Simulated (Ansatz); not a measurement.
The starting structures come from a database of crystals and need not be the phases stable at ambient conditions.

Consider the following.

```
TiTl2F6
1.0
    6.21457     0.00000     0.00000
   -3.10728     5.38197     0.00000
    0.00000     0.00000     4.94311
Ti Tl F
1 2 6
Direct
  0.00000   0.00000   0.00000
  0.66667   0.33333   0.29493
  0.33333   0.66667   0.70507
  0.85403   0.70806   0.78592
  0.14597   0.29194   0.21408
  0.29194   0.14597   0.78592
  0.70806   0.85403   0.21408
  0.85403   0.14597   0.78592
  0.14597   0.85403   0.21408
```

The cell was relaxed by PBE-D3(BJ); by r2SCAN it stands under a pressure of -3.8 GPa.

Transport runs along the normal of the first two printed cell vectors, the (001) plane of the conventional cell.

No gap correction and no spin-orbit coupling; mid-gap is the computed energy nearest the middle.

Question: State the band gap and the smallest decay constant κ at mid-gap according to r2SCAN in Ansatz (a quantum-chemistry and plane-wave program).

Answer: Gap 4.62 eV on a 6×6×6 mesh; κ = 0.570 1/Å, at (0.500, 0.000) of the in-plane reciprocal vectors. At the zone centre the slowest state has κ = 0.66 1/Å.
